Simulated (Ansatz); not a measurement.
Input and output of a self-consistent single point for a (100) slab of RbBi2 (cut from a parent of space group no. 227; 12 atoms in the cell) (Ansatz, a first-principles code).

Computed with PBEsol, default PAW files made with PBE (plane waves; Ansatz).

The change in words: vacuum of 8 angstrom (first run: 14 Å); efield.axis: default → 3; efield.dipole_correction: default → true. Reference geometry:
```
Bi2Rb
1.0
    6.76983     0.00000     0.00000
   -6.76983     6.76983     0.00000
    0.00000     0.00000    22.37718
Bi Rb
8 4
Direct
  0.75000   0.25000   0.31282
  0.75000   0.00000   0.41978
  0.25000   0.00000   0.41978
  0.25000   0.75000   0.31282
  0.75000   0.75000   0.52674
  0.75000   0.50000   0.63370
  0.25000   0.50000   0.63370
  0.25000   0.25000   0.52674
  0.00000   0.50000   0.47326
  0.50000   0.50000   0.36630
  0.00000   0.00000   0.68718
  0.50000   0.00000   0.58022
```

Reference input (self-consistent single point, DFT, PBEsol, plane waves, default PAW files made with PBE): basis.ecutwfc = 420 eV; kpoints.mp_grid.grid = 3 3 1; hamiltonian.xc = pbesol; hamiltonian.pseudopotentials = {kind: paw} (the program's default PAW files); scf.occupations.method = fermi_dirac; scf.occupations.width = 0.1 eV. This run's input differs from it in these lines:

Ansatz 0.2 input:
```diff
@@ -4,16 +4,16 @@
     - [-6.76982800, 6.76982800, 0.00000000]
-    - [0.00000000, 0.00000000, 22.37717600]
+    - [0.00000000, 0.00000000, 16.37716400]
   atoms:
-    - { symbol: Bi, position_ang: [3.38491400, 1.69245700, 7.00000582] }
-    - { symbol: Bi, position_ang: [5.07737100, 0.00000000, 9.39349094] }
-    - { symbol: Bi, position_ang: [1.69245700, 0.00000000, 9.39349094] }
-    - { symbol: Bi, position_ang: [-3.38491400, 5.07737100, 7.00000582] }
-    - { symbol: Bi, position_ang: [0.00000000, 5.07737100, 11.78688655] }
-    - { symbol: Bi, position_ang: [1.69245700, 3.38491400, 14.18037168] }
-    - { symbol: Bi, position_ang: [-1.69245700, 3.38491400, 14.18037168] }
-    - { symbol: Bi, position_ang: [0.00000000, 1.69245700, 11.78688655] }
-    - { symbol: Rb, position_ang: [-3.38491400, 3.38491400, 10.59017756] }
-    - { symbol: Rb, position_ang: [0.00000000, 3.38491400, 8.19667006] }
-    - { symbol: Rb, position_ang: [0.00000000, 0.00000000, 15.37717018] }
-    - { symbol: Rb, position_ang: [3.38491400, 0.00000000, 12.98368506] }
+    - { symbol: Bi, position_ang: [3.38491400, 1.69245700, 4.00000767] }
+    - { symbol: Bi, position_ang: [5.07737100, 0.00000000, 6.39348105] }
+    - { symbol: Bi, position_ang: [1.69245700, 0.00000000, 6.39348105] }
+    - { symbol: Bi, position_ang: [-3.38491400, 5.07737100, 4.00000767] }
+    - { symbol: Bi, position_ang: [0.00000000, 5.07737100, 8.78687256] }
+    - { symbol: Bi, position_ang: [1.69245700, 3.38491400, 11.18036232] }
+    - { symbol: Bi, position_ang: [-1.69245700, 3.38491400, 11.18036232] }
+    - { symbol: Bi, position_ang: [0.00000000, 1.69245700, 8.78687256] }
+    - { symbol: Rb, position_ang: [3.38491400, 3.38491400, 7.59017680] }
+    - { symbol: Rb, position_ang: [0.00000000, 3.38491400, 5.19667066] }
+    - { symbol: Rb, position_ang: [0.00000000, 0.00000000, 12.37715633] }
+    - { symbol: Rb, position_ang: [3.38491400, 0.00000000, 9.98368295] }
 basis:
@@ -25,2 +25,5 @@
   pseudopotentials: { kind: paw }
+efield:
+  axis: 3
+  dipole_correction: true
 scf:
@@ -30,3 +33,2 @@
   eigenvalues: true
-  stress: true
```

The program printed (abridged):

```
SCF iter   1: F=—  HF=-110805.661882 eV  |F-HF|=—  |Δ(HF+E_count)|=         —  Δρ=2.41e-3  dr2=8.03e-2  ethr=1.77e-3  p=0.421 e·Å  D=1.02e-1 V/Å  ΔV_dip=-1.66 eV  dr2_dipole=2.68e-3  V_vac-E_F(+/−)=2.31/3.95 eV  ⟨swp⟩=9.2  Hψ=1852  notcnv=0
all-band conjugate gradients solve this SCF's bands
efield: sawtooth ramp at fractional position 0.9500 (placed from the atoms, in the widest stretch of the axis that holds none …
   [... lines left out ...]
WARN: efield: at this solve's end the planar-averaged density reaches 3.85e-3 e/Å³ inside the ramp window [0.8889, 0.1111] (bound 1e-5 e/Å³) …
SCF 1 converged in 8 iterations: F = -110805.642151 eV  dr2 = 7.04e-8
Free energy (F): -110805.642151 eV
Internal energy: -110805.340670 eV  (E = F + TS)
E sigma→0 (E₀):  -110805.491410 eV
Entropy (-TS):   -0.301481 eV (-25.123 meV/atom)
Fermi energy:    3.674319 eV
Dipole field:    D = 0.098049 V/Å  (p = 0.406700 e·Å, saw-weighted, corrected)
Work function:   Φ+ = withheld (plateau slope 9.6e-2 eV/Å)   Φ− = withheld (plateau slope 3.4e-1 eV/Å)
Levels:          The Fermi level and band energies are counted from a zero that moves with the ramp; work functions are not
Vacuum region:   at the solve's end the planar-averaged density reaches 3.85e-3 e/Å³ inside the ramp window [0.8889, 0.1111] (bound 1e-5 e/Å³)
--- Forces (eV/Å), atoms counted from 1 ---
  atom   1  Bi     0.00000000     0.02039719     0.35695697
   [... lines left out ...]
  atom   6  Bi     0.09915133     0.00000000     0.01562605
  atom   7  Bi    -0.09915133     0.00000000     0.01562605
  atom   8  Bi     0.00000000    -0.10941808     0.20929610
  atom   9  Rb     0.00000000     0.00000000    -0.00707859
  atom  10  Rb     0.00000000     0.00000000    -0.28825736
  atom  11  Rb     0.00000000     0.00000000     0.00432560
  atom  12  Rb     0.00000000     0.00000000    -0.00641149
```

The run converged in 8 iterations. Against the reference run the free energy goes up by 2.2 meV/atom and the largest force moves little (0.444 to 0.453 eV/Å).

The starting cell comes from a database of computed structures (which also holds hypothetical and non-ambient phases and stackings), without a prior relaxation at this level. The slab is cut from that crystal, and its faces are unrelaxed. Its lattice was rescaled by up to half a per cent.
